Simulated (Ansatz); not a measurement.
Defect migration in 4H silicon carbide: interstitial Na, charge state +1. The step: a direct jump of one Na atom; the atom moves 2.22 Å along (0.00, 0.00, -0.22) of the unit cell; the moving atom starts with neighbours 3 C at 2.09, 3 C at 2.39; 3 Si at 2.20, 3 Si at 2.47 Å and ends with 3 C at 1.98, C at 1.99; 6 Si at 2.33 Å. DFT values are from Ansatz (plane-wave PAW, 420 eV unless said) in a cell of 72 host sites, spin-restricted, static, with no finite-size correction. The charge state is imposed; whether it is stable for some Fermi level was not computed. Sites that were not tried may lie lower. For the PBE band: the saddle point's order was not checked, and it lies on a symmetry element of the cell, where a band can be held.

```tsv
Level	Forward barrier (eV)	Cost of the band or of the saddle's single point
CHGNet universal potential (has no charge state), its own band	2.69	-
PBE, the Γ point alone, band relaxed	3.32	roughly 4 core-minutes
PBE, a 2×2×2 k-point mesh shifted by half a step along c, same geometries	3.35	around 50 core-seconds (rough)
r2SCAN at 500 eV, the Γ point alone, same geometries	(withheld)	about 30 core-seconds (a rough figure)
```

Q: Complete the blanks.

A: 
- r2SCAN at 500 eV, the Γ point alone, same geometries, Forward barrier (eV): 3.46

Ansatz is a first-principles code.
